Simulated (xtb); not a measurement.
xtb 6.7.1, GFN2-xTB: Cd(amdMe)(k2OAc)(NH3)2 (CC1[O][Cd]2(<-[NH3])(<-[NH3])(<-[O]=1)[N](C)C(C)=[N]->2C), 31 atoms. The geometry is a generated start, not checked to be a minimum at this level.

run flags: --grad
method: GFN2-xTB
--acc: 1 (default)
--etemp (K): 300 (default)
basis functions: 70
valence electrons: 76

Charge 0 and multiplicity 1 are set for this test and not shown to be the ground state.

One run each on 1 thread. Values of broydamp tried: 0.02, 0.05, 0.1, 0.2, 0.4 (default), 0.6, 0.8, 1.

**Question.** How does the count of SCC iterations change with broydamp, and where is it least?

**Answer.** Fewest SCC iterations, within one of each other: 0.2 with 12, 0.4 (default) with 12, 0.6 with 12, 0.8 with 12, 1 with 13. The count rises to 19 at 0.02. All converge to one solution.

| broydamp | SCC iterations | end |
|---|---|---|
| 0.02 | 19 | same solution |
| 0.05 | 16 | same solution |
| 0.1 | 15 | same solution |
| 0.2 | 12 | same solution |
| 0.4 (default) | 12 | same solution |
| 0.6 | 12 | same solution |
| 0.8 | 12 | same solution |
| 1 | 13 | same solution |
